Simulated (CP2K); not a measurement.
CP2K run on KBr (Fm-3m, 2 atoms in the cell): self-consistent single point.

Level of theory: PBE, GPW, DZVP-MOLOPT-SR-GTH basis, GTH-PBE potentials (GTH_POTENTIALS) (CP2K).

The change in words: lattice scaled by 0.98. Reference geometry:
```
KBr
1.0
    4.66690     0.00000     0.00000
    2.33345     4.04166     0.00000
    2.33345     1.34722     3.81051
K Br
1 1
Direct
  0.00000   0.00000   0.00000
  0.50000   0.50000   0.50000
```

Reference input (self-consistent single point, DFT PBE, GPW, DZVP-MOLOPT-SR-GTH basis, GTH-PBE potentials (GTH_POTENTIALS)): CUTOFF = 500 Ry; REL_CUTOFF = 50 Ry; SMEAR/METHOD = FERMI_DIRAC; ELECTRONIC_TEMPERATURE = 580.23 K; KPOINTS/SCHEME = MACDONALD 6 6 6 0.08333333333 0.08333333333 0.08333333333; XC_FUNCTIONAL = PBE; K/BASIS_SET = DZVP-MOLOPT-SR-GTH; K/POTENTIAL = GTH-PBE-q9; Br/BASIS_SET = DZVP-MOLOPT-SR-GTH; Br/POTENTIAL = GTH-PBE-q7; METHOD = GPW; EPS_DEFAULT = 1e-10. This run's input differs from it in these lines:

```diff
@@ -63,4 +63,4 @@
     &CELL
-      ABC 4.66690500 4.66690450 4.66690465
-      ALPHA_BETA_GAMMA 60.00000748 60.00000458 60.00000355
+      ABC 4.57356700 4.57356657 4.57356688
+      ALPHA_BETA_GAMMA 60.00000498 60.00000635 60.00000412
       PERIODIC XYZ
@@ -69,3 +69,3 @@
       K        0.00000000     0.00000000     0.00000000
-      Br       4.66690450     2.69443850     1.90525600
+      Br       4.57356650     2.64055000     1.86715100
     &END COORD
```

The program printed (abridged):

```
 SCF WAVEFUNCTION OPTIMIZATION

  Step     Update method      Time    Convergence         Total energy    Change
     1 NoMix/Diag. 0.30E+00      -     0.96191968       -41.8222540458 -4.18E+01
     2 Broy./Diag. 0.30E+00      -     0.02004776       -41.4329716922  3.89E-01
     3 Broy./Diag. 0.30E+00      -     0.09918401       -41.6382710033 -2.05E-01
     4 Broy./Diag. 0.30E+00      -     0.00696729       -41.8257754599 -1.88E-01
     5 Broy./Diag. 0.30E+00      -     0.00643301       -41.8224522313  3.32E-03
     6 Broy./Diag. 0.30E+00      -     0.00210261       -41.8145374339  7.91E-03
   [... 5 lines left out ...]
    12 Broy./Diag. 0.30E+00      -     0.00001540       -41.8051089789  3.55E-05
    13 Broy./Diag. 0.30E+00      -     0.00000139       -41.8050863486  2.26E-05
    14 Broy./Diag. 0.30E+00      -     0.00000135       -41.8050804089  5.94E-06
    15 Broy./Diag. 0.30E+00      -     0.00000016       -41.8050791043  1.30E-06
  *** SCF run converged in    15 steps ***

  Overlap energy of the core charge distribution:               0.00000000000000
  Self energy of the core charge distribution:                -84.76948492805039
  Core Hamiltonian energy:                                     19.79035637865530
  Hartree energy:                                              30.20248068752962
  Exchange-correlation energy:                                 -7.02843124245374
  Electronic entropic energy:                                  -0.00000000000000
  Fermi energy:                                                 0.13997621322524

  Total energy:                                               -41.80507910431922
  Total energy (extrapolated to T->0):                        -41.80507910431922

                     Mulliken Population Analysis

   [... lines left out ...]

 STRESS| Analytical stress tensor [bar]
 STRESS|                        x                   y                   z
 STRESS|      x        2.13341728178E+04  -2.41258090206E-01  -1.70648481523E-01
 STRESS|      y       -2.41258090206E-01   2.13345820564E+04  -2.13915442958E-02
 STRESS|      z       -1.70648481523E-01  -2.13915442958E-02   2.13345777194E+04
 STRESS| 1/3 Trace                                             2.13344441979E+04
```

The run converged in 15 iterations. Against the reference run the free energy rises by 19.6 meV/atom, the pressure goes from 0.91 to 2.13 GPa and the gap on the mesh goes from 4.516 to 4.695 eV.

The starting cell has typed, rounded lattice constants, without a prior relaxation at this level. For this run, on top of that: lattice scaled by 0.98. Values carry the incompleteness of an atom-centred basis.

Cost on one core of a shared machine: roughly 30 s.
